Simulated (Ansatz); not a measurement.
# HfN: pressure series

The parent structure is HfN in the rock salt structure (space group Fm-3m, No. 225; a = 4.468 Å).

Cell and atoms are relaxed at each pressure.

Method: LDA (Ansatz, a program for electronic structure, PAW, scalar-relativistic without spin-orbit coupling).

```
pressure (GPa)  volume per atom (Å³/atom)
--------------  -------------------------
-2                                 11.225
-1                                 11.187
0                                  11.150
0.9                                     ?
4.5                                10.990
9                                  10.841
15                                 10.657
22.5                               10.448
30                                 10.258
```

Task: Fit the third-order Birch–Murnaghan form P(V) = (3B₀/2)[(V₀/V)^(7/3) − (V₀/V)^(5/3)]·[1 + (3/4)(B₀′ − 4)((V₀/V)^(2/3) − 1)] (squares taken in P) to the rows shown and predict the withheld row.

Result: Least squares on the printed values gives V₀ = 11.150 Å³/atom, B₀ = 302 GPa, B₀′ = 4.2; this predicts 11.117 Å³/atom, and the run gives 11.118 Å³/atom, in agreement.

Load acts through the strain it causes; cell and atoms are relaxed under it. No phonon test of stability was made. Competing high-pressure phases were not computed. The final runs are not spin-polarised. An odd electron count without spin: HfN.
